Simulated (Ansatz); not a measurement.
Amorphous In₁₂Ga₆Zn₆O₃₃, 57 atoms at 5.63 g/cm³, one PBE-relaxed geometry, zone centre. Methods: PBE, scalar-relativistic without spin-orbit coupling (Ansatz, a quantum-chemistry and plane-wave program); r2SCAN, scalar-relativistic without spin-orbit coupling (Ansatz); HSE06, scalar-relativistic without spin-orbit coupling (Ansatz). Plane waves to 420 eV (r2SCAN 500 eV); exact exchange is cut at the cell's faces. At PBE the levels at the filled edge of the gap are localised (band-tail or defect states), and the nearest spread-out levels lie 0.9 eV apart at the zone centre. All rungs ran without spin polarisation.

Preparation: random packing, a CHGNet melt and quench, and a DFT relaxation. O atoms were pushed apart under 1.9 Å during the dynamics, to hinder bonds among them. The hot cell started wider than the set density and was brought back towards it in steps. It is the lowest in DFT energy of 2 quenches. It is a model cell: composition and starting density were chosen by hand, and all elements were melted together. No dispersion term was used. Its density started from a set value of 5.63 and ended at 5.63 g/cm³. The simulated quench (nominally 84 K/ps over its main leg) is rapid and tends to freeze in more defects than a deposited or slowly cooled glass has. A cell of this size samples the disorder only roughly. The volume was held where the preparation left it, at a PBE pressure of 0.9 GPa. Stress components on the final sampling reach 2.3 GPa.

The relaxation ran on the zone centre alone. At PBE the level gap is 0.51 eV on a 2×2×2 Γ-centred mesh, and the spacing at the zone centre alone 0.52 eV.

**Question.** What zone-centre spacing does r2SCAN give, roughly?

**Answer.** 0.90 eV (+0.38 eV against PBE).

**Question.** What zone-centre spacing does HSE06 give, roughly?

**Answer.** 1.98 eV (+1.46 eV against PBE).

The highest filled and the lowest empty state spread over these numbers of atoms (participation numbers): PBE: 5.4 and 50.9; r2SCAN: 5.1 and 49.5; HSE06: 4.5 and 48.5.
